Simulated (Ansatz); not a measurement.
Cell of hexagonal WC (1 0 0) on zinc-blende GaAs (0 0 1) (film strained to the substrate, started from cuts of the bulks and a machine-learned relaxation; slabs As6Ga5 and W8C8, which can lie off the formulas), relaxed at this level with a, b, gamma of the cell held:

```yaml
crystal:
  lattice:
    - [4.06241, 0.00041, 0.07847]
    - [0.00022, 4.06256, -0.07838]
    - [1.53740, 0.49331, 26.62592]
  atoms:
    - { symbol: As, position: [0.95711, 0.37019, 0.14038] }
    - { symbol: As, position: [0.51145, 0.87045, 0.02181] }
    - { symbol: As, position: [0.84802, 0.37105, 0.35707] }
    - { symbol: As, position: [0.40213, 0.87053, 0.24899] }
    - { symbol: As, position: [0.73378, 0.37120, 0.58089] }
    - { symbol: As, position: [0.29325, 0.87152, 0.46570] }
    - { symbol: Ga, position: [0.92935, 0.87051, 0.19513] }
    - { symbol: Ga, position: [0.48481, 0.37009, 0.08543] }
    - { symbol: Ga, position: [0.82100, 0.87135, 0.41126] }
    - { symbol: Ga, position: [0.37526, 0.37081, 0.30309] }
    - { symbol: Ga, position: [0.26469, 0.37174, 0.51973] }
    - { symbol: W, position: [0.19787, 0.37102, 0.65069] }
    - { symbol: W, position: [0.69834, 0.87134, 0.64925] }
    - { symbol: C, position: [0.18269, 0.87129, 0.68032] }
    - { symbol: C, position: [0.68184, 0.37143, 0.68231] }
    - { symbol: W, position: [0.39910, 0.62223, 0.74470] }
    - { symbol: W, position: [0.90144, 0.12058, 0.74469] }
    - { symbol: C, position: [0.38454, 0.12161, 0.77659] }
    - { symbol: C, position: [0.88405, 0.62122, 0.77659] }
    - { symbol: W, position: [0.60271, 0.87131, 0.83991] }
    - { symbol: W, position: [0.10262, 0.37131, 0.84005] }
    - { symbol: C, position: [0.58669, 0.37143, 0.87179] }
    - { symbol: C, position: [0.08675, 0.87137, 0.87166] }
    - { symbol: W, position: [0.80700, 0.12439, 0.93513] }
    - { symbol: W, position: [0.30283, 0.61837, 0.93512] }
    - { symbol: C, position: [0.78208, 0.63090, 0.96306] }
    - { symbol: C, position: [0.29989, 0.11206, 0.96304] }
```

Level of theory: PBE (plane waves to 420 eV, PAW; Ansatz, an electronic-structure program). No spin–orbit coupling; the runs are not spin-polarised. Its k-point mesh 8×8×1, Fermi–Dirac width 0.05 eV.

Q: Give the plane-averaged electrostatic potential energy of an electron along the normal (the smooth PAW potential), about its mean over the cell.

A: 
```tsv
z (Å)	V (eV)
0.000	4.99
0.296	5.54
0.591	5.85
0.887	5.16
1.182	4.62
1.478	4.84
1.773	4.18
2.069	3.46
2.364	3.20
2.660	3.33
2.955	3.26
3.251	3.90
3.546	5.00
3.842	5.21
4.137	4.23
4.433	3.35
4.728	3.41
5.024	3.26
5.319	3.22
5.615	3.31
5.910	3.19
6.206	4.09
6.501	5.14
6.797	5.02
7.092	3.90
7.388	3.20
7.683	3.34
7.979	3.21
8.274	3.26
8.570	3.29
8.865	3.36
9.161	4.45
9.456	5.29
9.752	4.78
10.047	3.64
10.343	3.27
10.638	3.34
10.934	3.23
11.229	3.34
11.525	3.31
11.820	3.63
12.116	4.75
12.411	5.30
12.707	4.52
13.002	3.41
13.446	3.39
13.741	3.36
14.037	3.62
14.332	4.24
14.628	4.58
14.923	4.63
15.219	5.42
15.514	5.74
15.810	4.75
16.105	3.49
16.401	1.40
16.696	-4.58
16.992	-10.74
17.287	-13.63
17.583	-13.41
17.878	-11.67
18.174	-6.83
18.469	-0.44
18.765	3.10
19.060	-0.38
19.356	-7.34
19.651	-12.44
19.947	-13.57
20.242	-12.59
20.538	-9.63
20.833	-3.82
21.129	1.96
21.424	2.66
21.720	-3.08
22.015	-9.80
22.311	-13.31
22.606	-13.23
22.902	-11.75
23.197	-7.46
23.493	-1.17
23.788	3.09
24.084	0.49
24.380	-6.44
24.675	-12.21
24.971	-14.45
25.266	-14.57
25.562	-11.16
25.857	-3.78
26.153	2.94
26.448	4.90
```
